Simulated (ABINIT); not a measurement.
A user runs ABINIT on AlPd3 (Pm-3m, 4 atoms in the cell) and asks whether the run is sound. The aim is a self-consistent single point with DFT, LDA (PW92), plane waves, PAW (JTH v2.0 LDA PAW).

Cell that was meant: a = 3.8747 Å, b = 3.8747 Å, c = 3.8747 Å, α = 90.00°, β = 90.00°, γ = 90.00°.

Part of the input:

```
tsmear 0.1 eV
nband 37
kptopt 1
ngkpt 1 1 1
nshiftk 1
shiftk 0 0 0
nstep 60
```

Log, with long lists cut:

```
 Symmetries : space group Pm -3 m (#221); Bravais cP (primitive cubic)

 -outvars: echo values of preprocessed input variables --------
   [... lines left out ...]

 Coarse grid specifications (used for wave-functions):

 getcut: wavevector=  0.0000  0.0000  0.0000  ngfft=  36  36  36
         ecut(hartree)=     23.997   => boxcut(ratio)=   2.22957

 Fine grid specifications (used for densities):

 getcut: wavevector=  0.0000  0.0000  0.0000  ngfft=  48  48  48
         ecut(hartree)=     47.995   => boxcut(ratio)=   2.10205

   7.39744953E+03                                ecore*ucvol(ha*bohr**3)

_setup2: Arith. and geom. avg. npw (full set) are    2205.000    2205.000
--- !BeginCycle
solver: {iscf: 17, nstep: 60, nline: 4, wfoptalg: 10, }
tolerances: {toldfe: 1.00E-09, }
...

     iter   Etot(hartree)      deltaE(h)  residm     nres2
 ETOT  1  -368.48175303588    -3.685E+02 3.584E+01 3.703E+02
 ETOT  2  -390.60933831028    -2.213E+01 4.846E-02 3.456E+02
 ETOT  3  -389.43046579581     1.179E+00 1.478E-01 1.153E+02
 ETOT  4  -389.45118170905    -2.072E-02 2.026E-02 1.068E+02
 ETOT  5  -389.37825941867     7.292E-02 1.739E-03 8.793E+01
   [... 48 lines left out ...]
 ETOT 54  -389.08625598429    -1.254E-09 1.598E-10 7.911E-06
 ETOT 55  -389.08625598304     1.252E-09 2.883E-11 1.116E-07
 ETOT 56  -389.08625598312    -8.401E-11 1.444E-11 2.313E-07
 ETOT 57  -389.08625598309     3.018E-11 1.601E-12 1.210E-08
 At SCF step   57, etot is converged :
  for the second time, diff in etot=  3.018E-11 < toldfe=  1.000E-09

 Cartesian components of stress tensor (hartree/bohr^3)
  sigma(1 1)= -9.03530252E-04  sigma(3 2)=  0.00000000E+00
  sigma(2 2)= -9.03530252E-04  sigma(3 1)=  0.00000000E+00
  sigma(3 3)= -9.03530252E-04  sigma(2 1)=  0.00000000E+00

 ----iterations are completed or convergence reached----

 reduced coordinates (array xred) for    4 atoms
       0.000000000000      0.000000000000      0.000000000000
       0.000000000000      0.500000000000      0.500000000000
       0.500000000000      0.000000000000      0.500000000000
       0.500000000000      0.500000000000      0.000000000000
 cartesian forces (eV/Angstrom) at end:
   [... lines left out ...]
 Fermi (or HOMO) energy (eV) =  12.52410   Average Vxc (eV)= -12.13633
   [... lines left out ...]
total_energy        : -3.89086186570533E+02
total_energy_eV     : -1.05875735773943E+04
...

-Cartesian components of stress tensor (GPa)         [Pressure=  2.6583E+01 GPa]
- sigma(1 1)= -2.65827733E+01  sigma(3 2)=  0.00000000E+00
- sigma(2 2)= -2.65827733E+01  sigma(3 1)=  0.00000000E+00
- sigma(3 3)= -2.65827733E+01  sigma(2 1)=  0.00000000E+00

 Calculation completed.
```

Q: Can these results be used? Check the input.

A: The run is not sound. The fault is a single k-point for a small metallic cell. One k-point cannot sample the Fermi surface of a small cell. To fix it, use a converged k-point mesh. The run converged in 57 iterations without an error; against the sound input the free energy goes up by 2.51 eV/atom and the pressure goes from -8.99 to 26.58 GPa.

An input that runs soundly differs in these lines (not the only fix; some lines may just follow from the change or write a value another way):
```diff
-ngkpt 1 1 1
+ngkpt 5 5 5
```

With that input, the run converged in 25 iterations: free energy E − TS -10597.62 eV; Fermi level (on the code's own zero) 11.29 eV; pressure -8.99 GPa (DFT, LDA (PW92), plane waves, PAW (JTH v2.0 LDA PAW)).

On the sound input: the starting cell comes from a database of computed structures (which also holds hypothetical and non-ambient phases and stackings), without a prior relaxation at this level. Spin polarisation is off. With a pressure of about -9 GPa the cell is away from its equilibrium volume at this level.

These are the values that this program gave, and no reference: the one-centre exchange-correlation terms come from a truncated expansion.
